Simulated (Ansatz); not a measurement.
**A constructed model of the (100) surface of fcc Rh, a pseudomorphic layer of In in the host's stacking (bottom of the slab: a bare face, its two planes held)**

These are PBE (plane waves to 420 eV, PAW; Ansatz, a first-principles code) values and carry that method's errors.

Model: 7-atom slab, 11.8 Å thick at the start, 14x14x1 mesh, Fermi-Dirac 0.1 eV, dipole correction, 2 atoms held, the rest relaxed; symmetry of the start imposed; no spin, no spin-orbit, no U. It is one candidate, not shown to be the stable structure of the face.

```
Item                                            Value
-----------------------------  ----------------------
work function of the top face                 4.33 eV
energy released by relaxation                0.009 eV
cost                           roughly 3 core-minutes
```
